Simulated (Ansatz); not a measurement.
Structures of equal composition on the (110) surface of bcc Ta: a layer of Rh in place of the second plane; a layer of Rh in place of the third plane. The slabs share one bottom face, and each structure is named by its start. These are constructed structures in small cells; real faces may alloy, dewet or reconstruct in larger ones, and not all known structures of the face are among them. Slabs of about 11 Å with all that they carry, Fermi-Dirac smearing of 0.1 eV. Bottom of the slabs: a bare face, its two planes held. Relaxed from the named starts with such symmetry as they have, on meshes of like density; energies extrapolated to zero smearing; no spin-orbit coupling, no U. Spin-polarised runs, if any, are marked in brackets, and their order is one that fits the cell; the others ran without spin.

These are PBE (plane waves to 420 eV, PAW; Ansatz, a quantum-chemistry and plane-wave program) values and carry that method's errors.

Question: Put the candidates in order of energy per 1x1 cell, lowest first, for PBE.

Answer: a layer of Rh in place of the third plane (0.000 eV), a layer of Rh in place of the second plane (0.290 eV)
